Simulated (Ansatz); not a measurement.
We look at the formation energy of FePt (P4/mmm) from the elements. Reaction: Pt (fcc) + Fe (bcc) → FePt (P4/mmm). Negative: the products are lower in energy. The value is per atom of the solid.

FePt (P4/mmm), 2 atoms in the cell; spin state with PBE: net moment 3.3 μB a cell, k-point mesh 18×18×14 on the run's own vectors.
```
FePt
1.0
    2.73087     0.00000     0.00000
    0.00000     2.73087     0.00000
    0.00000     0.00000     3.76372
Fe Pt
1 1
Direct
  0.00000   0.00000   0.00000
  0.50000   0.50000   0.50000
```

Pt (fcc, Fm-3m), 1 atom in the cell, k-point mesh 26×26×26 on the run's own vectors. Conventional cell: a = b = c = 3.972 Å, α = β = γ = 90.00°.

Fe (bcc, Im-3m), 1 atom in the cell; spin state with PBE: net moment 2.2 μB a cell, k-point mesh 30×30×30 on the run's own vectors. Conventional cell: a = b = c = 2.8320 Å, α = β = γ = 90.00°.

Computed with Ansatz (plane waves, PAW), its default PAW set, cutoff 500 eV. The structures are at rest with PBE; other levels are single points on them. Neutral cells; Fermi-Dirac smearing of at most 0.10 eV in the solids, energies taken to zero width. The lattices are those relaxed with PBE, so at other levels the solids can be strained. A dispersion term (D3(BJ), or D4 for r2SCAN) was computed beside these levels and is taken off wherever the name lacks it. Nuclei at rest; no vibrational terms. The runs are scalar-relativistic, without spin-orbit coupling. No search over spin orders was made beyond those shown. The state moves with the level: Fe (bcc) has a net moment of 2.6 μB with r2SCAN and 2.2 μB with PBE. Where moments are parallel, another order may lie lower.

Estimate the value that r2SCAN returns for this input.

-0.35 eV/atom, for Pt (fcc) + Fe (bcc) → FePt (P4/mmm).

Ansatz is a program for electronic structure.
